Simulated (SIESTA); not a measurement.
A self-consistent single point of SrYMg₆ (P1, 8 atoms in the cell) with SIESTA.

Method: LDA PW92, numerical atomic orbitals DZP, PseudoDojo LDA standard norm-conserving potentials (rewritten from UPF to PSML) (SIESTA).

The change in words: atoms moved at random. Reference geometry:
```yaml
crystal:
  lattice:
    - [5.26014, 0.00000, 0.00000]
    - [0.00000, 3.54636, 5.84394]
    - [0.00000, -3.54636, 5.84394]
  atoms:
    - { symbol: Sr, position: [0.00000, 0.59812, 0.59812] }
    - { symbol: Y, position: [0.50000, 0.90393, 0.90393] }
    - { symbol: Mg, position: [0.50000, 0.38620, 0.94212] }
    - { symbol: Mg, position: [0.50000, 0.94212, 0.38620] }
    - { symbol: Mg, position: [0.50000, 0.40582, 0.40582] }
    - { symbol: Mg, position: [0.00000, 0.10925, 0.57149] }
    - { symbol: Mg, position: [0.00000, 0.57149, 0.10925] }
    - { symbol: Mg, position: [0.00000, 0.08308, 0.08308] }
```

Reference input (self-consistent single point, DFT, LDA PW92, numerical atomic orbitals DZP, PseudoDojo LDA standard norm-conserving potentials (rewritten from UPF to PSML)): XC.functional = LDA; XC.authors = PW92; potentials = PseudoDojo LDA standard; PAO.BasisSize = DZP; PAO.EnergyShift = 0.01 Ry; MeshCutoff = 350 Ry; kgrid.MonkhorstPack = 4 3 3; OccupationFunction = FD; ElectronicTemperature = 1160.45 K; MaxSCFIterations = 150; SCF.Mixer.Method = Broyden; SCF.Mixer.Weight = 0.2. This run's input differs from it in these lines:

```diff
@@ -19,10 +19,10 @@
 %block AtomicCoordinatesAndAtomicSpecies
-     0.000000000    0.000000000   13.210600646  1
-     4.970111989    0.000000000   19.964987364  2
-     4.970111989   -3.725575537   14.669217758  3
-     4.970111989    3.725575537   14.669217758  3
-     4.970111989   -0.000000000    8.963294915  3
-     0.000000000   -3.097765931    7.517709058  3
-     0.000000000    3.097765931    7.517709058  3
-     0.000000000   -0.000000000    1.834977432  3
+     0.049144467   -0.130708781   13.190634113  1
+     5.032775161    0.077115768   19.915280856  2
+     4.991403948   -3.705450513   14.740436881  3
+     5.009733721    3.761047316   14.580064094  3
+     4.954873625    0.040605235    8.961340226  3
+    -0.155276239   -3.120873184    7.498957303  3
+    -0.111439851    3.124291021    7.556228565  3
+     0.109243062   -0.046013458    1.904771952  3
 %endblock AtomicCoordinatesAndAtomicSpecies
```

Log, with long lists cut:

```
        iscf     Eharris(eV)        E_KS(eV)     FreeEng(eV)     dDmax    Ef(eV) dHmax(eV)
   scf:    1   -11696.940345   -11713.807221   -11713.962044  1.677538 -3.356728  3.962730
   scf:    2   -11714.624823   -11714.403091   -11714.556447  0.082539 -3.309181  2.654871
   scf:    3   -11714.645292   -11714.528606   -11714.684445  0.039623 -3.337454  1.931324
   scf:    4   -11714.695779   -11714.627911   -11714.789255  0.089600 -3.395087  0.327374
   scf:    5   -11714.636736   -11714.633730   -11714.793199  0.006803 -3.390299  0.136575
   scf:    6   -11714.633068   -11714.634301   -11714.793848  0.008272 -3.394906  0.110551
   scf:    7   -11714.635451   -11714.635080   -11714.794327  0.003475 -3.393196  0.004262
   scf:    8   -11714.635007   -11714.635044   -11714.794332  0.000217 -3.393582  0.003600
   scf:    9   -11714.635035   -11714.635040   -11714.794333  0.000158 -3.393721  0.001533
   scf:   10   -11714.635032   -11714.635036   -11714.794333  0.000061 -3.393803  0.000923
SCF Convergence by DM+H criterion
max |DM_out - DM_in|         :     0.0000614394
max |H_out - H_in|      (eV) :     0.0009226161
SCF cycle converged after 10 iterations

Using DM_out to compute the final energy and forces

siesta: E_KS(eV) =           -11714.6350

siesta: E_KS - E_eggbox =    -11714.6350

siesta: Atomic forces (eV/Ang):
     1   -0.101204    0.266033    0.110428
     2   -0.280490   -0.049852    0.188056
     3    0.065842   -0.227619    0.065864
     4    0.029067    0.019797    0.166140
     5   -0.109564   -0.020993   -0.114001
     6    0.326828    0.015455   -0.231697
     7    0.236301    0.020135   -0.084198
     8   -0.167154   -0.022181   -0.102264
   Tot   -0.000372    0.000776   -0.001673
   Max    0.326828
   Res    0.156453    sqrt( Sum f_i^2 / 3N )
   Max    0.326828    constrained

   [... lines left out ...]
siesta: FreeEng =    -11714.794333
   [... lines left out ...]
siesta:     0.003302   -0.000111    0.000786
siesta:    -0.000111    0.003666    0.002222
siesta:     0.000786    0.002222    0.007197

siesta: Cell volume =        218.029311 Ang**3

siesta: Pressure (static):
siesta:                Solid            Molecule  Units
siesta:          -0.00005143         -0.00008965  Ry/Bohr**3
siesta:          -0.00472172         -0.00823117  eV/Ang**3
siesta:          -7.56502159        -13.18778313  kBar
```

The run converged in 10 iterations. Against the reference run the free energy rises by 6.2 meV/atom, the pressure hardly changes (-0.85 to -0.76 GPa) and the largest force goes from 0.199 to 0.401 eV/Å.

The starting cell comes from a database of computed structures (which also holds hypothetical and non-ambient phases and stackings), without a prior relaxation at this level. For this run, on top of that: atoms moved at random. Values carry the incompleteness of an atom-centred basis.

Cost on one core of a shared machine: roughly 40 s.
